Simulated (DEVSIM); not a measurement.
Structure: Cr/HfO2/p-Ge capacitor, at 250 K.

```csv
layer (left to right),material,thickness (nm),Na (cm⁻³)
1,HfO2,5.70,-
2,Ge,910,4.3e17
```

Metal gate on the left, work function 4.5 eV. Fixed charge at the semiconductor interface -2.2e10 cm⁻² (in units of +e); no interface traps.

Constants are typed, rounded textbook-type inputs, not results; the design itself was drawn at random and stands for no fabricated device. Values at 300 K; Nc and Nv go as T^1.5, mobilities as T to minus their exponent, the gap by Varshni's rule with the affinity fixed.

```csv
parameter,HfO2,Ge
gap (eV),5.7,0.664
affinity (eV),2.5,4
permittivity,22,16
Nc (cm⁻³),-,1.04e19
Nv (cm⁻³),-,6e18
Varshni α (eV/K),-,0.000477
Varshni β (K),-,235
```

Model (solved in DEVSIM): 1D Poisson equation in equilibrium, Boltzmann statistics, complete ionisation; no quantum confinement or tunnelling. Metal contacts follow the ideal Schottky-Mott rule: no Fermi-level pinning, no interface dipoles.

Base results: flat-band voltage (V) -0.13; threshold voltage (band bending 2φF) (V) 0.54; minimum of the low-frequency capacitance (μF/cm²) 0.302.

### Question
What follows from this one change: interface trap density 0 → 3e+11 cm^-2 eV^-1?

### Answer
flat-band voltage little changed (-0.13 V); threshold voltage (band bending 2φF) little changed (0.54 V); minimum of the low-frequency capacitance 0.302 → 0.341 μF/cm².

### Question
What follows from this one change: gate work function 4.5 → 4.2 eV?

### Answer
flat-band voltage -0.13 → -0.43 V; threshold voltage (band bending 2φF) 0.54 → 0.24 V; minimum of the low-frequency capacitance little changed (0.302 μF/cm²).
